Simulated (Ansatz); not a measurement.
## Cs2CaBr4, pressure series

The reference is Cs2CaBr4 (space group I4/mmm, No. 139; a cell from a computed database, its experimental status unchecked).

```xyz
7
Lattice="-2.8047 2.8047 8.8848 2.8047 -2.8047 8.8848 2.8047 2.8047 -8.8848" Properties=species:S:1:pos:R:3 pbc="T T T"
Cs     0.0000     0.0000     6.3752
Cs     0.0000     0.0000    11.3943
Ca     0.0000     0.0000     0.0000
Br     0.0000     0.0000     2.8472
Br     0.0000     0.0000    14.9224
Br     0.0000     2.8047     0.0000
Br     2.8047     0.0000     0.0000
```

Cell and atoms are relaxed at each pressure.

All numbers come from plane-wave PAW DFT at the PBEsol level (Ansatz, a quantum-chemistry and plane-wave program, 420 eV), scalar-relativistic without spin-orbit coupling.

| change | density | band gap |
|---|---|---|
| base | 3.72 g/cm³ | 4.36 eV |
| pressure −1 GPa | 3.44 g/cm³ | 4.17 eV |
| pressure 1.8 GPa | 4.06 g/cm³ | 4.53 eV |
| pressure 4.2 GPa | 4.39 g/cm³ | 4.41 eV |
| pressure 9 GPa | 4.88 g/cm³ | 4.10 eV |
| pressure 18 GPa | 5.54 g/cm³ | 3.62 eV |
| pressure 30 GPa | 6.19 g/cm³ | 3.07 eV |
| pressure 45 GPa | 6.82 g/cm³ | 2.49 eV |
| pressure 60 GPa | 7.35 g/cm³ | 1.96 eV |

Load acts through the strain it causes; cell and atoms are relaxed under it. Stability against distortions was not tested. Competing high-pressure phases were not computed.
